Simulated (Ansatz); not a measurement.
Structure of amorphous Si30N42Mg3 (periodic cell):

```xyz
75
Lattice="9.3429 0.1001 0.2538 0.1001 9.7284 -0.0636 0.2538 -0.0636 9.2460" Properties=species:S:1:pos:R:3 pbc="T T T"
Si     6.9984     5.6462     1.0776
Si     0.5371     3.2080     4.8998
Si     2.6822     1.4999     3.0450
Si     5.8667     0.6858     0.3944
Si     3.2617     0.5288     5.6278
Si     2.0499     6.1132     1.5263
Si     6.1858     6.8724     3.0814
Si     2.8615     3.1196     0.7782
Si     1.4066     2.1661     7.5766
Si     5.4628     2.6856     8.3590
Si     8.3538     7.7120     6.5150
Si     5.7372     2.0623     5.5269
Si     8.2117     0.6914     2.2673
Si     8.0416     3.0476     6.8641
Si     4.3589     9.3936     8.1437
Si     4.5676     5.4172     0.3726
Si     0.1081     3.8331     2.0230
Si     8.2637     5.3936     4.8792
Si     5.7059     8.6784     5.4750
Si     3.1750     8.6774     3.2450
Si     8.7099     7.8670     0.6551
Si     6.6225     7.3862     8.2020
Si     8.0876     2.8868     0.4679
Si     8.2292     0.5292     5.2105
Si     2.3594     7.3302     8.6171
Si     3.1032     3.3613     5.3215
Si     5.3767     4.4990     3.7992
Si     1.4314     8.8599     6.2626
Si     5.1806     1.5911     2.8838
Si     1.4659     0.3169     0.6337
N      9.3214     4.4112     3.9000
N      3.9828     0.5629     3.8226
N      0.8447     6.9011     0.5135
N      6.3638     0.5936     2.0702
N      6.4766     0.4787     5.3977
N      3.2337     6.4075     0.2484
N      8.2469     4.5308     1.0814
N      9.0716     2.5827     8.1920
N      1.7444     4.3377     1.4940
N      7.4448     7.1783     1.8066
N      8.5153     4.5726     6.3552
N      9.0727     9.2361     6.3512
N      4.3622     9.0944     6.4529
N      9.0899     6.8357     5.2484
N      8.6690     2.1413     5.5356
N      6.2865     5.8237     8.8828
N      6.6242     7.5919     6.4673
N      2.4328     7.0581     2.9239
N      8.8515     2.2949     1.9244
N      1.7372     3.5861     6.4320
N      2.0584     1.9111     9.2205
N      2.0609     0.1166     2.2483
N      1.8997     7.2412     6.9603
N      5.3951     5.3996     2.0721
N      6.5145     2.3377     0.1905
N      8.3616     7.3896     8.3033
N      5.8249     8.7211     8.9346
N      8.7284     9.6866     3.6305
N      3.9523     4.7292     4.7386
N      2.3505     8.8471     4.7806
N      1.9717     2.5168     4.1807
N      4.3297     3.8296     9.0183
N      2.8415     8.9515     8.8671
N      6.3292     2.9374     6.8885
N      5.8679     2.8125     3.9165
N      4.7317     1.1942     8.7336
N      4.0674     2.0793     5.9420
N      9.1364     9.5602     0.8744
N      6.7138     5.5891     4.1477
N      3.7977     2.3654     2.0491
N      5.0666     7.8626     3.9610
N      1.8787     0.7371     6.7180
Mg     3.2000     6.6518     4.9543
Mg     0.7265     5.4908     6.9058
Mg     0.6036     8.0137     3.6106
```

Computed with PBE, scalar-relativistic without spin-orbit coupling (plane waves to 420 eV, PAW; Ansatz, an electronic-structure program).

The cell was made by melting and quenching with the CHGNet potential and then relaxed with DFT. N atoms were pushed apart under 1.9 Å during the dynamics, to hinder bonds among them. The hot cell started wider than the set density and was brought back towards it in steps. It is the lowest in DFT energy of 2 quenches. It is a model cell: composition and starting density were chosen by hand, and all elements were melted together. No dispersion term was used. Its density started from a set value of 2.97 and ended at 2.97 g/cm³. Cooling (nominally 380 K/ps over its main leg) ran many orders faster than in experiment, which tends to leave more defects and strain. One small periodic cell is one sample of the glass; other quenches scatter about these values. The volume was held where the preparation left it and the shape relaxed, at a PBE pressure of 1.8 GPa. Stress components on the final sampling reach 2.0 GPa.

Cut-offs for bonds: Si-Si 2.60 Å, Si-N 2.32 Å, Si-Mg 2.82 Å, N-N 1.70 Å, N-Mg 2.54 Å, Mg-Mg 3.19 Å. Two cations that share two anions don't count as bonded, nor two that share one unless they lie closer than Si-Si 2.38 Å, Si-Mg 2.74 Å, Mg-Mg 3.10 Å.

Problem. Give the coordination numbers, mean bond lengths and angles.

Solution. 
- Mean coordination of Si by anions: 4.10 (27 with 4, 3 with 5)
- Mean coordination of N: 3.24 (33 with 3, 8 with 4, 1 with 5)
- Mean coordination of Mg by anions: 4.33 (2 with 4, 1 with 5)
- Mean Si-N bond: 1.769 Å (spread 0.083 Å, 123 counted)
- Mean N-Mg bond: 2.221 Å (spread 0.162 Å, 13 counted)
- Bond angle at Si: mean 108.7°, spread 14.8°
- Bond angle at N: mean 113.4°, spread 19.9°
- Bond angle at Mg: mean 103.7°, spread 27.7°

Problem. Which atoms depart from the most common coordination of their element?

Solution. Si2 has 5 (N45 1.72 Å, N61 1.75 Å, N31 1.76 Å, N50 1.98 Å, N41 2.21 Å); Si5 has 5 (N43 1.77 Å, N72 1.77 Å, N67 1.78 Å, N60 1.90 Å, N32 1.94 Å); Si20 has 5 (N60 1.75 Å, N48 1.81 Å, N52 1.88 Å, N32 1.92 Å, N71 2.18 Å); N32 has 4 (Si3 1.78 Å, Si29 1.84 Å, Si20 1.92 Å, Si5 1.94 Å); N41 has 4 (Si14 1.68 Å, Si18 1.71 Å, Mg74 2.02 Å, Si2 2.21 Å); N44 has 4 (Si18 1.70 Å, Si11 1.71 Å, Mg75 2.07 Å, Mg74 2.48 Å); N48 has 4 (Si6 1.73 Å, Si20 1.81 Å, Mg75 2.18 Å, Mg73 2.21 Å); N50 has 4 (Si26 1.77 Å, Si9 1.85 Å, Si2 1.98 Å, Mg74 2.21 Å); N53 has 4 (Si25 1.72 Å, Si28 1.82 Å, Mg74 2.11 Å, Mg73 2.46 Å); N54 has 4 (Si16 1.89 Å, Si1 1.90 Å, Si27 1.95 Å, Si7 1.95 Å); N60 has 5 (Si28 1.74 Å, Si20 1.75 Å, Si5 1.90 Å, Mg75 2.26 Å, Mg73 2.36 Å); N71 has 4 (Si7 1.73 Å, Si19 1.83 Å, Si20 2.18 Å, Mg73 2.44 Å); Mg73 has 5 (N59 2.08 Å, N48 2.21 Å, N60 2.36 Å, N71 2.44 Å, N53 2.46 Å).

Problem. List the pairs of like atoms that count as bonded by the rules above.

Solution. There are none by these rules.
